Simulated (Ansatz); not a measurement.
The parent structure is CdS in the wurtzite structure (space group P6_3mc, No. 186; a = 4.1235 Å, c = 6.7111 Å). Axes: x lies along a and z along c of the hexagonal cell.

It is then changed as follows: uniaxial stress, 1 GPa tension along z; all other stress components relax to zero.

Levels (all Ansatz, a quantum-chemistry and plane-wave program, PAW): PBEsol (420 eV, spin-orbit coupling left out); PBEsol+SOC (420 eV, noncollinear with spin-orbit coupling).

The geometry is relaxed with PBEsol.

* **PBEsol pressure**: -0.33 GPa
* **PBEsol band gap**: 1.04 eV
* **PBEsol valence-band top at Γ**: 0.00, 0.00, -0.12 eV

### Question
What does PBEsol+SOC give at this geometry for the pressure, band gap and valence-band top at Γ?

### Answer
The pressure decreases by 0.061 GPa to -0.40 GPa; the band gap drops by 0.015 eV to 1.03 eV; the valence-band top at Γ (three highest Kramers pairs, from the VBM) changes from 0.00, 0.00, -0.12 eV to 0.00, -0.03, -0.13 eV.

Single points use the geometry relaxed with PBEsol. Differences between runs with and without spin-orbit coupling are approximate. Load acts through the strain it causes; cell and atoms are relaxed under it. Beyond what the load breaks, stability against distortions was not tested.
